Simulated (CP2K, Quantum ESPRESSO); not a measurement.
A Quantum ESPRESSO input for a relaxation of cell and atoms of MgSe (Fm-3m, 2 atoms in the cell) (DFT, PBE, plane waves, PseudoDojo standard norm-conserving (PBE) pseudopotentials):

```fortran
&CONTROL
 calculation = 'vc-relax',
 prefix = 'scf',
 outdir = './out',
 pseudo_dir = './',
/
&SYSTEM
 ibrav = 0,
 celldm(1) = 7.2958603389,
 nat = 2,
 ntyp = 2,
 ecutwfc = 90,
 occupations = 'smearing',
 smearing = 'fermi-dirac',
 degauss = 0.000734986,
/
&ELECTRONS
 conv_thr = 1.0d-8,
/
&IONS
/
&CELL
/
ATOMIC_SPECIES
Mg    24.3050  Mg.upf
Se    78.9710  Se.upf
CELL_PARAMETERS {alat}
   0.0000000000     0.7071067812     0.7071067812
   0.7071067812     0.0000000000     0.7071067812
   0.7071067812     0.7071067812     0.0000000000
ATOMIC_POSITIONS {crystal}
Mg    0.0000000000    0.0000000000    0.0000000000
Se    0.5000000000    0.5000000000    0.5000000000
K_POINTS {automatic}
8 8 8  0 0 0
```

Q: Write the same calculation as an input for CP2K.

A: One input that does it (others would too):

```
&GLOBAL
  PROJECT calc
  RUN_TYPE CELL_OPT
  PRINT_LEVEL LOW
&END GLOBAL
&FORCE_EVAL
  METHOD Quickstep
  STRESS_TENSOR ANALYTICAL
  &DFT
    BASIS_SET_FILE_NAME BASIS_MOLOPT
    POTENTIAL_FILE_NAME GTH_POTENTIALS
    &QS
      METHOD GPW
      EPS_DEFAULT 1E-10
      EXTRAPOLATION USE_GUESS
    &END QS
    &MGRID
      CUTOFF 1000
      REL_CUTOFF 40
      NGRIDS 5
    &END MGRID
    &SCF
      SCF_GUESS ATOMIC
      EPS_SCF 1E-7
      MAX_SCF 100
      ADDED_MOS 4
      &DIAGONALIZATION
        ALGORITHM STANDARD
      &END DIAGONALIZATION
      &MIXING
        METHOD BROYDEN_MIXING
        ALPHA 0.2
        NBUFFER 8
        BETA 1.5
      &END MIXING
      &SMEAR ON
        METHOD FERMI_DIRAC
        ELECTRONIC_TEMPERATURE [K] 116.05
      &END SMEAR
    &END SCF
    &KPOINTS
      SCHEME MACDONALD 8 8 8 0.0625 0.0625 0.0625
    &END KPOINTS
    &XC
      &XC_FUNCTIONAL PBE
      &END XC_FUNCTIONAL
    &END XC
    &PRINT
      &MO
        EIGENVALUES T
        OCCUPATION_NUMBERS T
        NDIGITS 8
        FILENAME mo
        &EACH
          QS_SCF 0
        &END EACH
        ADD_LAST NUMERIC
      &END MO
      &MULLIKEN OFF
      &END MULLIKEN
    &END PRINT
  &END DFT
  &SUBSYS
    &CELL
      A 3.86080300 0.00000000 0.00000000
      B 1.93040200 3.34355300 0.00000000
      C 1.93040200 1.11451800 3.15233200
      PERIODIC XYZ
    &END CELL
    &COORD
      SCALED
      Mg       0.00000000     0.00000000     0.00000000
      Se       0.50000000     0.50000000     0.50000000
    &END COORD
    &KIND Mg
      BASIS_SET DZVP-MOLOPT-SR-GTH
      POTENTIAL GTH-PBE-q10
    &END KIND
    &KIND Se
      BASIS_SET DZVP-MOLOPT-SR-GTH
      POTENTIAL GTH-PBE-q6
    &END KIND
  &END SUBSYS
  &PRINT
    &FORCES ON
    &END FORCES
    &STRESS_TENSOR ON
    &END STRESS_TENSOR
  &END PRINT
&END FORCE_EVAL
&MOTION
  &CELL_OPT
    OPTIMIZER BFGS
    MAX_ITER 60
    MAX_FORCE 4E-4
    RMS_FORCE 3E-4
    EXTERNAL_PRESSURE [GPa] 0
    PRESSURE_TOLERANCE [bar] 200
  &END CELL_OPT
  &PRINT
    &CELL ON
    &END CELL
    &RESTART OFF
    &END RESTART
    &RESTART_HISTORY OFF
    &END RESTART_HISTORY
  &END PRINT
&END MOTION
```

Basis settings and potentials, where a program has them, do not carry over. This input uses DFT PBE, GPW, DZVP-MOLOPT-SR-GTH basis, GTH-PBE potentials (GTH_POTENTIALS).

The starting cell has typed, rounded lattice constants, without a prior relaxation at this level.
